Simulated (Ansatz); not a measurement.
Where the default PAW files enter, the runs use the earlier of Ansatz's two default sets.

Here is the system:

```yaml
crystal:
  lattice:
    - [2.55337, 0.00000, 0.00000]
    - [-1.27668, 2.21128, 0.00000]
    - [0.00000, 0.00000, 4.25235]
  atoms:
    - { symbol: C, position: [0.33333, 0.66667, 0.06281] }
    - { symbol: C, position: [0.66667, 0.33333, 0.93719] }
    - { symbol: C, position: [0.66667, 0.33333, 0.56281] }
    - { symbol: C, position: [0.33333, 0.66667, 0.43719] }
```

Space group of this cell: P6_3/mmc. The cell is strained (all lengths scaled by 1.02); by r2SCAN its mean pressure is -24.0 GPa.

Transport runs along the normal of the first two printed cell vectors, the (001) plane of the conventional cell.

The gap is the functional's own. No spin-orbit coupling. Mid-gap values are interpolated on the energy grid.

Task: Estimate the band gap and the smallest decay constant κ at mid-gap that r2SCAN run with Ansatz (a program for electronic structure) returns for this system.

Result: Gap 3.76 eV on a 18×18×8 mesh; κ = 0.257 1/Å, at the zone centre.
